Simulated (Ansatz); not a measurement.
Consider Cs in the bcc (W type) structure (space group Im-3m, No. 229; a = 6.0072 Å; relaxed with 0.1 eV smearing). Axes: x, y, z lie along the cube axes.

Computed with PBEsol (Ansatz, a program for electronic structure, PAW, without spin-orbit coupling).

The change: the cell is compressed by 3.00 % along z with no lateral relaxation; the atoms relax in the strained cell.

Question: What does the calculation give for the energy relative to the base after the change?

Answer: The energy rises by 0.8 meV/atom.

Question: How does this affect the stress?

Answer: The stress (xx, yy, zz, yz, xz, xy; compression positive) comes out as (0.1, 0.1, 0.1, 0.0, 0.0, 0.0) GPa.

No phonon test of stability was made. The final runs are not spin-polarised.
